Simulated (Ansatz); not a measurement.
# Effect of isotropic strain −2.00 % on TiB2

Base system: TiB$_{2}$ (space group P6/mmm, No. 191; a = 3.017 Å, c = 3.185 Å).

Now apply this change: an isotropic linear strain of −2.00 %; the atoms relax in the strained cell.

Method: Ansatz (a program for electronic structure) PBEsol, scalar-relativistic without spin-orbit coupling. Γ-centred 13×13×10 mesh, Fermi–Dirac width 0.05 eV.

```csv
quantity,base,changed,shift
volume per atom,8.37 Å³,7.88 Å³,-0.49 Å³
space group,P6/mmm (No. 191),P6/mmm (No. 191),–
energy relative to the base (free energy F),0 meV/atom,+27 meV/atom,+27 meV/atom
band gap,zero,zero,–
```

Final structure:

```
TiB2
1.0
    2.95703     0.00000     0.00000
   -1.47852     2.56087     0.00000
    0.00000     0.00000     3.12137
Ti B
1 2
Cartesian
  0.00000   0.00000   0.00000
  1.47852   0.85362   1.56069
  0.00000   1.70724   1.56069
```

A case with no gap was solved on a k-mesh chosen for an insulator, which is coarse for it. No phonon test of stability was made. All final runs are without spin polarisation.
